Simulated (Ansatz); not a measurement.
Base system: SnO (space group P4/nmm, No. 129; layered, stacked along the Cartesian z axis).

```
CELL_PARAMETERS angstrom
      3.83709     0.00000     0.00000
      0.00000     3.83709     0.00000
      0.00000     0.00000     4.75881
ATOMIC_POSITIONS crystal
  Sn 0.50000 0.00000 0.75657
  Sn 0.00000 0.50000 0.24343
  O  0.50000 0.50000 0.00000
  O  0.00000 0.00000 0.00000
```

Cartesian axes are those of the cell as printed.

Method: plane-wave PAW DFT at the PBE-D3(BJ) level (Ansatz, a program for electronic structure, 420 eV), spin-orbit coupling left out.

Before the change:

```
Property   Result
--------  -------
Pressure  0.0 GPa
```

Now apply this change: uniaxial strain ε_zz = +1.80 %, all other strain components held at zero, atoms relaxed at fixed cell.

### Question
How does this affect the energy relative to the base?

### Answer
The energy grows by 0.7 meV/atom.

### Question
What happens to the pressure?

### Answer
The pressure (mean of the normal stresses, compression positive) goes from zero to -0.4 GPa.

No phonon test of stability was made. The final runs are not spin-polarised.
